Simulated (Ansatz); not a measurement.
The parent structure is GaN in the zinc blende structure (space group F-43m, No. 216; a = 4.498 Å).

Levels (all Ansatz, a quantum-chemistry and plane-wave program, PAW): PBEsol (420 eV, no spin-orbit coupling); r2SCAN (500 eV, no spin-orbit coupling); HSE06 (420 eV, without spin-orbit coupling).

At the geometry relaxed with PBEsol, these levels gave the following band gaps, in shuffled order: (a) 1.70 eV, (b) 2.17 eV, (c) 3.00 eV.

Match each gap to its level.

(a) PBEsol; (b) r2SCAN; (c) HSE06.

Single points use the geometry relaxed with PBEsol. Whether these cells are dynamically stable was not tested. This is not the structure that GaN has at room temperature and ambient pressure.
